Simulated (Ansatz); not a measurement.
# ZnSe (model structure, started from the WC type, P-6m2, No. 187, 2 atoms in the cell): lattice parameter a by level of theory

No measured value is used here.

| level (code) | value (Å) |
|---|---|
| LDA (Ansatz) | 3.619 |
| PBE (Ansatz) | 3.754 |
| PBE-D3(BJ) (Ansatz) | 3.672 |
| r²SCAN+rVV10 (Ansatz) | 3.678 |

Cutoffs differ between the levels. Ansatz's density-functional and Hartree–Fock values are scalar-relativistic unless marked +SOC, with PAW data made under PBE.

A model structure was made by putting elements into a prototype or built by hand; it is no filed structure, need not be a known phase, and can be a saddle point held by its symmetry.

Ansatz is a first-principles code.
